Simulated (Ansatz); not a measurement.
System: N vacancy in wurtzite GaN (charge state +3). The step: a nearby N atom hops onto the vacant site; the atom moves 3.25 Å along (-0.68, -0.34, 0.51) of the unit cell; the moving atom starts with neighbours Ga at 1.89, 2 Ga at 1.97, Ga at 2.03 Å and ends with Ga at 1.89, Ga at 1.97, 2 Ga at 2.00 Å. DFT values are from Ansatz (plane-wave PAW, 420 eV unless said) in a cell of 72 host sites, spin-restricted, static, with no finite-size correction. The charge state is imposed; whether it is stable for some Fermi level was not computed. Forms of the defect that were not tried may lie lower. For the PBE band: the saddle point's order was not checked.

| Level | Forward barrier (eV) |
|---|---|
| PBE, a 2×2×2 k-point mesh shifted by half a step along c, band relaxed | 2.62 |
| PBE, a 3×3×3 k-point mesh shifted by half a step along c, same geometries | 2.61 |
| r2SCAN at 500 eV, a 2×2×2 k-point mesh shifted by half a step along c, same geometries | 2.81 |
| HSE06, a 2×2×2 k-point mesh shifted by half a step along c, same geometries | 2.86 |
| HSE06, a 2×2×2 k-point mesh shifted by half a step along c, ends and band relaxed with HSE06 | 2.85 |

Ansatz is an electronic-structure program.
